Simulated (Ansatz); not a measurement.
A self-consistent single point of the (100) slab of CsCdCl3 (cut from a parent of space group no. 221; 10 atoms in the cell) with Ansatz (an electronic-structure program).

Method: LDA (PW92), default PAW files made with PBE (plane waves; Ansatz).

The change in words: vacuum of 12 angstrom (first run: 14 Å). Reference geometry:
```xyz
10
Lattice="5.2802 0.0000 0.0000 0.0000 5.2802 0.0000 0.0000 0.0000 21.9203" Properties=species:S:1:pos:R:3 pbc="T T T"
Cs     0.0000     0.0000     9.6401
Cd     2.6401     2.6401     7.0000
Cl     2.6401     2.6401     9.6401
Cl     0.0000     2.6401     7.0000
Cl     2.6401     0.0000     7.0000
Cs     0.0000     0.0000    14.9203
Cd     2.6401     2.6401    12.2802
Cl     2.6401     2.6401    14.9203
Cl     0.0000     2.6401    12.2802
Cl     2.6401     0.0000    12.2802
```

Reference input (self-consistent single point, DFT, LDA (PW92), plane waves, default PAW files made with PBE): basis.ecutwfc = 420 eV; kpoints.mp_grid.grid = 4 4 1; hamiltonian.xc = lda; hamiltonian.pseudopotentials = {kind: paw} (the program's default PAW files); scf.occupations.method = fermi_dirac; scf.occupations.width = 0.05 eV. This run's input differs from it in these lines:

Ansatz 0.2 input:
```diff
@@ -4,14 +4,14 @@
     - [0.000000, 5.280193, 0.000000]
-    - [0.000000, 0.000000, 21.920287]
+    - [0.000000, 0.000000, 19.920282]
   atoms:
-    - { symbol: Cs, position: [0.000000, 0.000000, 0.439780] }
-    - { symbol: Cd, position: [0.500000, 0.500000, 0.319339] }
-    - { symbol: Cl, position: [0.500000, 0.500000, 0.439780] }
-    - { symbol: Cl, position: [0.000000, 0.500000, 0.319339] }
-    - { symbol: Cl, position: [0.500000, 0.000000, 0.319339] }
-    - { symbol: Cs, position: [0.000000, 0.000000, 0.680661] }
-    - { symbol: Cd, position: [0.500000, 0.500000, 0.560220] }
-    - { symbol: Cl, position: [0.500000, 0.500000, 0.680661] }
-    - { symbol: Cl, position: [0.000000, 0.500000, 0.560220] }
-    - { symbol: Cl, position: [0.500000, 0.000000, 0.560220] }
+    - { symbol: Cs, position: [0.000000, 0.000000, 0.433734] }
+    - { symbol: Cd, position: [0.500000, 0.500000, 0.301201] }
+    - { symbol: Cl, position: [0.500000, 0.500000, 0.433734] }
+    - { symbol: Cl, position: [0.000000, 0.500000, 0.301201] }
+    - { symbol: Cl, position: [0.500000, 0.000000, 0.301201] }
+    - { symbol: Cs, position: [0.000000, 0.000000, 0.698799] }
+    - { symbol: Cd, position: [0.500000, 0.500000, 0.566266] }
+    - { symbol: Cl, position: [0.500000, 0.500000, 0.698799] }
+    - { symbol: Cl, position: [0.000000, 0.500000, 0.566266] }
+    - { symbol: Cl, position: [0.500000, 0.000000, 0.566266] }
 basis:
```

Output (repeated stretches shortened):

```
SCF iter   1: F=—  HF=-33523.517348 eV  |F-HF|=—  |Δ(HF+E_count)|=         —  Δρ=5.25e-3  dr2=1.76e-1  ethr=1.77e-3  ⟨swp⟩=8.8  Hψ=1668  notcnv=0  defer=7
all-band conjugate gradients solve this SCF's bands
preconditioner: auto → Resta (q_TF=auto, 2.050 Å⁻¹)
SCF iter   2: F=—  HF=-33523.464878 eV  |F-HF|=—  |Δ(HF+E_count)|=   5.25e-2  Δρ=2.20e-3  dr2=2.45e-2  ethr=1.76e-4  ⟨swp⟩=3.2  Hψ=683  notcnv=0  defer=20
   [... lines left out ...]
SCF iter   4: F=—  HF=-33523.458429 eV  |F-HF|=—  |Δ(HF+E_count)|=   1.00e-4  Δρ=1.80e-4  dr2=1.85e-4  ethr=1.30e-6  ⟨swp⟩=2.2  Hψ=613  notcnv=0  defer=20
SCF iter   5: F=—  HF=-33523.458385 eV  |F-HF|=—  |Δ(HF+E_count)|=   4.40e-5  Δρ=3.76e-5  dr2=9.50e-6  ethr=1.85e-7  ⟨swp⟩=2.0  Hψ=616  notcnv=0  defer=20
SCF iter   6: F=—  HF=-33523.458546 eV  |F-HF|=—  |Δ(HF+E_count)|=   1.61e-4  Δρ=1.10e-5  dr2=7.38e-7  ethr=9.50e-9  ⟨swp⟩=2.0  Hψ=555  notcnv=0  defer=20
SCF iter   7: F=-33523.458546 eV  HF=-33523.458546 eV  |F-HF|=2.96e-8  |Δ(HF+E_count)|=   9.25e-9  Δρ=2.72e-6  dr2=6.38e-8  ethr=1.00e-10  ⟨swp⟩=21.5  Hψ=1939  notcnv=0
SCF 1 converged in 7 iterations: F = -33523.458546 eV  dr2 = 6.38e-8
Free energy (F): -33523.458546 eV
Internal energy: -33523.458545 eV  (E = F + TS)
E sigma→0 (E₀):  -33523.458545 eV
Entropy (-TS):   -0.000001 eV (-0.000 meV/atom)
Fermi energy:    -0.562139 eV
--- Forces (eV/Å), atoms counted from 1 ---
  atom   1  Cs     0.00000000     0.00000000    -0.02335002
  atom   2  Cd    -0.00000000     0.00000000     0.74297253
  atom   3  Cl     0.00000000     0.00000000    -0.12568994
  atom   4  Cl     0.00000000     0.00000000    -0.04146037
  atom   5  Cl    -0.00000000     0.00000000    -0.04146037
  atom   6  Cs    -0.00000000     0.00000000    -0.50090894
  atom   7  Cd    -0.00000000     0.00000000     0.35876299
  atom   8  Cl    -0.00000000     0.00000000    -0.37915597
  atom   9  Cl     0.00000000     0.00000000     0.00503755
  atom  10  Cl     0.00000000     0.00000000     0.00503755
--- Stress (GPa, compression-positive) ---
       -2.277297       0.000000       0.000000
        0.000000      -2.277297       0.000000
        0.000000       0.000000      -1.571631
  P = ⅓ Tr σ = -2.0421 GPa (-20.421 kbar)
  The stress holds the Pulay correction. Without it, at fixed plane waves, as pw.x and ABINIT print it: P = -2.0455 GPa
```

The run converged in 7 iterations. Against the reference run the free energy is nearly the same (within 1 meV/atom), the largest force goes from 0.731 to 0.743 eV/Å and the gap on the mesh goes from 1.280 to 1.257 eV.

The starting cell comes from a database of computed structures (which also holds hypothetical and non-ambient phases and stackings), without a prior relaxation at this level. The slab is cut from that crystal, and its faces are unrelaxed. Its lattice was rescaled by up to half a per cent. Spin polarisation is off, though cut faces can carry moments; a gap of a slab can lie between surface states. The two faces of this cut differ, and no dipole correction was used.
